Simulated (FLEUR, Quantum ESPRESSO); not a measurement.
A Quantum ESPRESSO input for a self-consistent single point of La3Ga (Pm-3m, 4 atoms in the cell) (DFT, PBEsol, plane waves, GBRV 1.5 ultrasoft (PBESOL) pseudopotentials):

```fortran
&CONTROL
    calculation = 'scf'
    prefix = 'run'
    outdir = './work'
    pseudo_dir = './'
    tprnfor = .true.
    tstress = .true.
/
&SYSTEM
    ibrav = 0
    nat = 4
    ntyp = 2
    ecutwfc = 50
    ecutrho = 250
    occupations = 'smearing'
    smearing = 'gauss'
    degauss = 0.019992
/
&ELECTRONS
    conv_thr = 1.0e-11
/
ATOMIC_SPECIES
La   138.9055  la_pbesol_v1.uspp.F.UPF
Ga    69.7230  ga_pbesol_v1.4.uspp.F.UPF
ATOMIC_POSITIONS {crystal}
La    0.0000000000    0.5000000000    0.5000000000
La    0.5000000000    0.0000000000    0.5000000000
La    0.5000000000    0.5000000000    0.0000000000
Ga    0.0000000000    0.0000000000    0.0000000000
K_POINTS {automatic}
5 5 5  0 0 0
CELL_PARAMETERS {angstrom}
   4.8320660000     0.0000000000     0.0000000000
   0.0000000000     4.8320660000     0.0000000000
   0.0000000000     0.0000000000     4.8320660000
```

Question: Give the FLEUR input for the same structure, mesh, smearing and functional.

Answer: One input that does it (others would too):

Input of the input generator:

```
La3Ga
&input film=f /
1.0000000000 0.0000000000 0.0000000000
0.0000000000 1.0000000000 0.0000000000
0.0000000000 0.0000000000 1.0000000000
9.1312813561
1.0 1.0 1.0

4
57 0.0000000000 0.5000000000 0.5000000000
57 0.5000000000 0.0000000000 0.5000000000
57 0.5000000000 0.5000000000 0.0000000000
31 0.0000000000 0.0000000000 0.0000000000

&comp jspins=1 /
&exco xctyp='PBEs' /
&kpt div1=5 div2=5 div3=5 /
&end /
```

```xml
<?xml version="1.0" encoding="UTF-8" standalone="no"?>
<fleurInput fleurInputVersion="0.39">
   <comment>
      La3Ga                                                                                               
   </comment>
   <calculationSetup>
      <cutoffs Kmax="3.8" Gmax="15.2" GmaxXC="15.2" numbands="0"/>
      <scfLoop itmax="100" minDistance="0.00001" maxIterBroyd="40" imix="Anderson" alpha="0.05" precondParam="0.0" spinf="2.0"/>
      <coreElectrons ctail="T" frcor="F" kcrel="0" coretail_lmax="0"/>
      <xcFunctional name="PBEs" relativisticCorrections="F"/>
      <magnetism jspins="1"/>
      <soc l_soc="F" theta="0.0" phi="0.0" spav="F"/>
      <expertModes spex="0" secvar="F"/>
      <geometryOptimization l_f="T" forcealpha="1.0" forcemix="BFGS" epsdisp="0.00001" epsforce="0.00001"/>
      <ldaU l_linMix="F" mixParam="0.05" spinf="1.0"/>
   </calculationSetup>
   <cell>
      <bzIntegration valenceElectrons="46.0" mode="gauss" fermiSmearingEnergy="0.00999582">
         <kPointListSelection listName="default-1"/>
         <!-- k-points included here -->
         <xi:include xmlns:xi="http://www.w3.org/2001/XInclude" href="kpts.xml"> </xi:include>
      </bzIntegration>
      <!-- symmetry operations included here -->
      <xi:include xmlns:xi="http://www.w3.org/2001/XInclude" href="sym.xml"> </xi:include>
      <bulkLattice scale="1.0">
         <bravaisMatrix>
            <row-1>    9.1312813561000006     0.0000000000000000     0.0000000000000000</row-1>
            <row-2>    0.0000000000000000     9.1312813561000006     0.0000000000000000</row-2>
            <row-3>    0.0000000000000000     0.0000000000000000     9.1312813561000006</row-3>
         </bravaisMatrix>
      </bulkLattice>
   </cell>
   <atomSpecies>
      <species name="Lanthanum (La)" element="La" atomicNumber="57">
         <mtSphere radius="2.68" gridPoints="925" logIncrement="0.014"/>
         <atomicCutoffs lmax="10" lnonsphr="8"/>
         <electronConfig flipSpins="F">
            <coreConfig>(1s1/2) (2s1/2) (2p1/2) (2p3/2) (3s1/2) (3p1/2) (3p3/2) (4s1/2) (3d3/2) (3d5/2) (4p1/2) (4p3/2) (4d3/2) (4d5/2)</coreConfig>
            <valenceConfig>(5s1/2) (5p1/2) (5p3/2) (6s1/2) (5d3/2) (5d5/2)</valenceConfig>
            <stateOccupation state="(5d3/2)" spinUp="0.2" spinDown="0.2"/>
            <stateOccupation state="(5d5/2)" spinUp="0.3" spinDown="0.3"/>
         </electronConfig>
         <energyParameters s="6" p="6" d="5" f="4"/>
         <lo type="SCLO" l="0" n="5" eDeriv="0"/>
         <lo type="SCLO" l="1" n="5" eDeriv="0"/>
      </species>
      <species name="Gallium (Ga)" element="Ga" atomicNumber="31">
         <mtSphere radius="2.68" gridPoints="925" logIncrement="0.014"/>
         <atomicCutoffs lmax="10" lnonsphr="8"/>
         <electronConfig flipSpins="F">
            <coreConfig>(1s1/2) (2s1/2) (2p1/2) (2p3/2) (3s1/2) (3p1/2) (3p3/2)</coreConfig>
            <valenceConfig>(4s1/2) (3d3/2) (3d5/2) (4p1/2) (4p3/2)</valenceConfig>
            <stateOccupation state="(4p1/2)" spinUp="0.1666666666667" spinDown="0.1666666666667"/>
            <stateOccupation state="(4p3/2)" spinUp="0.3333333333333" spinDown="0.3333333333333"/>
         </electronConfig>
         <energyParameters s="4" p="4" d="3" f="4"/>
         <lo type="HELO" l="2" n="4" eDeriv="0"/>
      </species>
   </atomSpecies>
   <atomGroups>
      <atomGroup species="Lanthanum (La)">
         <relPos label="                   1">.0000000000 1.000/2.000 1.000/2.000</relPos>
         <relPos label="                   2">1.000/2.000 .0000000000 1.000/2.000</relPos>
         <relPos label="                   3">1.000/2.000 1.000/2.000 .0000000000</relPos>
         <force calculate="T" relaxXYZ="TTT"/>
      </atomGroup>
      <atomGroup species="Gallium (Ga)">
         <relPos label="                   4">.0000000000 .0000000000 .0000000000</relPos>
         <force calculate="T" relaxXYZ="TTT"/>
      </atomGroup>
   </atomGroups>
   <output dos="F" band="F" slice="F">
      <checks vchk="F" cdinf="F"/>
      <bandDOS minEnergy="-.5*Htr" maxEnergy="0.5*Htr" sigma="0.015" storeEVData="T"/>
      <vacuumDOS vacdos="F" integ="F" star="F" nstars="0" locx1="0.0" locy1="0.0" locx2="0.0" locy2="0.0" nstm="0" tworkf="0.0"/>
      <unfoldingBand unfoldBand="F" supercellX="1" supercellY="1" supercellZ="1"/>
      <plotting iplot="0" polar="F">
         <plot TwoD="T" vec1="  1.0  0.0  0.0" vec2="  0.0  1.0  0.0" vec3="  0.0  0.0  1.0" zero="  0.0  0.0  0.0" file="plot"/>
      </plotting>
      <chargeDensitySlicing numkpt="0" minEigenval="0.0" maxEigenval="0.0" nnne="0" pallst="F"/>
      <specialOutput eonly="F"/>
      <magneticCircularDichroism mcd="F" energyLo="-10.0" energyUp="0.0"/>
   </output>
  <!-- We include the file relax.xml here to enable relaxations (see documentation) -->
  <xi:include xmlns:xi="http://www.w3.org/2001/XInclude" href="relax.xml"> <xi:fallback/> </xi:include>
</fleurInput>
```

Basis, cutoffs, solver keys and any potentials are the target program's own. This input uses DFT, PBEsol, all-electron FLAPW (FLEUR), scalar-relativistic valence.

The starting cell comes from a database of computed structures (which also holds hypothetical and non-ambient phases and stackings), without a prior relaxation at this level. For this run, on top of that: lattice scaled by 0.98.
